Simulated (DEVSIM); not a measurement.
System: abrupt GaAs n-p junction, at 300 K.

Layer 1 from the left is GaAs, thickness (μm) 0.130, Nd (cm⁻³) 8.3e16, τn (s) 4.6e-9, τp (s) 4.6e-9. Layer 2 from the left is GaAs, thickness (μm) 6.00, Na (cm⁻³) 5.8e15, τn (s) 4.6e-9, τp (s) 4.6e-9.

Left contact: ohmic. Right contact: ohmic. Voltage is applied to the left contact. Recombination: SRH at mid-gap, radiative, Auger. Mobility is constant in doping.

This is a model device: material constants are rounded textbook-type values typed into the input, and sizes, dopings and lifetimes were drawn at random. Values at 300 K.

GaAs: gap (eV) 1.424, affinity (eV) 4.07, permittivity 12.9, Nc (cm⁻³) 4.7e17, Nv (cm⁻³) 9e18, μn (cm²/Vs) 8500, μp (cm²/Vs) 400, B (cm³/s) 2e-10, Cn (cm⁶/s) 1e-30, Cp (cm⁶/s) 1e-30.

Model (solved in DEVSIM): 1D drift-diffusion, Boltzmann statistics, complete ionisation; no tunnelling, impact ionisation, image-force lowering or self-heating.

Dark forward current:

```tsv
|V| (V)	|J| (A/cm²)
0.05	2.027e-10
0.10	7.062e-10
0.15	2.047e-9
0.20	5.670e-9
0.25	1.550e-8
0.30	4.223e-8
0.35	1.151e-7
0.40	3.145e-7
0.45	8.626e-7
0.50	2.381e-6
0.55	6.641e-6
0.60	1.892e-5
0.65	5.629e-5
0.70	0.0001821
0.75	0.0006799
0.80	0.003063
0.85	0.01647
0.90	0.09986
0.95	0.6433
1.00	4.150
1.05	23.65
1.10	97.81
1.15	283.9
1.20	634.9
1.25	1188
1.30	1968
```

Work out the local ideality factor n = ΔV / (kT/q · ln(J2/J1)) between the rows 0.15 and 0.20 V, 0.95 and 1.00 V, 1.25 and 1.30 V.

kT/q = 25.85 mV. From 0.15 to 0.20 V: ln(5.670e-9/2.047e-9) = 1.019, n = 1.90, near the 2 of recombination in the depletion region. From 0.95 to 1.00 V: ln(4.150/0.6433) = 1.864, n = 1.04, near the 1 of diffusion or emission over a barrier. From 1.25 to 1.30 V: ln(1968/1188) = 0.505, n = 3.83.

Estimate the current at 0.95 V from the Shockley equation with J0 = Σ q ni² D/(N L) coth(W/L), τ joining the SRH, radiative and Auger lifetimes that are on, and W taken as the whole layer.

ni² = 5.04e12 cm⁻⁶; holes in the n layer: μ = 400 cm²/Vs, D = 10.3 cm²/s, τ = 4.27e-9 s, L = 2.10 μm, W/L = 0.062, term 7.75e-18 A/cm²; electrons in the p layer: μ = 8500 cm²/Vs, D = 220 cm²/s, τ = 4.58e-9 s, L = 10.0 μm, W/L = 0.60, term 5.69e-17 A/cm². J0 = 6.47e-17 A/cm², and J = J0 exp(qV/kT) = 0.590 A/cm². The simulation gives 0.643 A/cm²; the estimate lies 8.2 % below. The estimate leaves out recombination in the depletion region and that region's share of W.
